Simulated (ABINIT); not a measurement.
Band structure of TlF (P4/nmm, 4 atoms in the cell).

```xyz
4
Lattice="3.6889 0.0000 0.0000 0.0000 3.6889 0.0000 0.0000 0.0000 6.2236" Properties=species:S:1:pos:R:3 pbc="T T T"
Tl     0.0000     1.8445     4.6314
Tl     1.8445     0.0000     1.5922
F      1.8445     0.0000     5.3786
F      0.0000     1.8445     0.8450
```

Level of theory: LDA (PW92), norm-conserving pseudopotentials (PseudoDojo nc-sr-04 LDA standard) (plane waves; ABINIT 10.0.3).

Settings: pseudos = [Tl.upf, F.upf]; ecut = 42 Ha; occopt = 1; ngkpt = 5 5 3; nshiftk = 1; shiftk = 0 0 0; potentials = PseudoDojo nc-sr-04 LDA standard; kptopt = 1; nstep = 80; tolvrs1 = 1e-12; ndtset = 2; getden2 = 1; iscf2 = -2.

The starting cell comes from a database of computed structures (which also holds hypothetical and non-ambient phases and stackings), without a prior relaxation at this level. Spin-orbit coupling is off.

Q: Predict the gap along the standard path and the places of the band edges.

A: The gap along the path is 2.73 eV, from a point between M and Γ to a point between Z and R; the smallest direct gap on it is 2.84 eV.

Levels in eV from the top of the valence band on the SCF mesh, bands 17 to 24:
| point | 17 | 18 | 19 | 20 | 21 | 22 | 23 | 24 |
|---|---|---|---|---|---|---|---|---|
| Γ | -2.55 | -1.98 | -1.98 | -0.17 | 3.74 | 8.44 | 8.44 | 9.46 |
| X | -1.92 | -1.92 | -0.35 | -0.35 | 3.89 | 3.89 | 6.58 | 6.58 |
| M | -2.36 | -2.36 | -0.90 | -0.90 | 4.20 | 4.20 | 6.20 | 6.20 |
| Z | -2.15 | -2.00 | -2.00 | -0.98 | 4.56 | 7.10 | 8.27 | 8.27 |
| R | -1.92 | -1.92 | -0.27 | -0.27 | 2.97 | 2.97 | 8.01 | 8.01 |
| A | -2.45 | -2.45 | -0.44 | -0.44 | 3.98 | 3.98 | 6.21 | 6.21 |
